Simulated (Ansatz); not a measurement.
Consider the following.

End structure of a constructed model of the (110) surface of bcc Ta, a layer of Cr in place of the second plane (bottom of the slab: a bare face, its two planes held):

```yaml
crystal:
  lattice:
    - [2.87436, 0.00000, 0.00000]
    - [-0.95812, 2.70998, 0.00000]
    - [0.00000, 0.00000, 27.50000]
  atoms:
    - { symbol: Ta, position: [0.50000, 0.50000, 0.29341] }
    - { symbol: Ta, position: [0.00000, 0.00000, 0.37875] }
    - { symbol: Ta, position: [0.50000, 0.50000, 0.46362] }
    - { symbol: Ta, position: [0.00000, 0.00000, 0.54890] }
    - { symbol: Cr, position: [0.50000, 0.50000, 0.62208] }
    - { symbol: Ta, position: [0.00000, 0.00000, 0.69028] }
```

Set-up: 6 atoms, 11.4 Å thick at the start; mesh 14x14x1; 0.1 eV smearing; dipole correction on; 2 atoms held, the rest relaxed; symmetry of the start imposed; spin-polarised, no spin-orbit, no U. The starting moment vanished. In PBE it lies 0.03 eV a 1x1 cell over the lowest computed structure of the same composition (a layer of Cr in place of the third plane).

Question: Estimate the work function of the top face that PBE run with Ansatz (a program for electronic structure) returns for this input.

Answer: 4.64 eV
